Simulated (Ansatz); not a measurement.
# A computed series for Ru: response to strain

The parent structure is Ru in the hcp (Mg type) structure (space group P6_3/mmc, No. 194; a = 2.691 Å, c = 4.249 Å; relaxed with 0.1 eV smearing). Axes: x lies along a and z along c of the hexagonal cell.

Strains are applied to the cell and any free atomic positions relax; under biaxial strain the out-of-plane vector relaxes too.

All numbers come from plane-wave PAW DFT at the PBEsol level (Ansatz, a first-principles code, 420 eV), no SOC.

Notes on the quantities. in-plane stress: mean in-plane stress (compression positive).

```csv
change,in-plane stress,shortest interatomic distance
base,–,2.632 Å
"biaxial strain −3.00 %, plane normal [001], relaxed out of plane",+26.3 GPa,2.611 Å
"biaxial strain −2.00 %, plane normal [001], relaxed out of plane",+16.5 GPa,2.632 Å
"biaxial strain −1.50 %, plane normal [001], relaxed out of plane",+12.0 GPa,2.632 Å
"biaxial strain −0.50 %, plane normal [001], relaxed out of plane",+3.8 GPa,2.632 Å
"biaxial strain +0.50 %, plane normal [001], relaxed out of plane",-3.5 GPa,2.632 Å
"biaxial strain +1.00 %, plane normal [001], relaxed out of plane",-6.8 GPa,2.632 Å
"biaxial strain +1.50 %, plane normal [001], relaxed out of plane",-9.9 GPa,2.632 Å
"biaxial strain +2.00 %, plane normal [001], relaxed out of plane",(withheld),2.632 Å
"biaxial strain +3.00 %, plane normal [001], relaxed out of plane",-18.1 GPa,2.632 Å
```

Complete the table.


- biaxial strain +2.00 %, plane normal [001], relaxed out of plane, in-plane stress: -12.8 GPa

No phonon test of stability was made. All final runs are without spin polarisation.
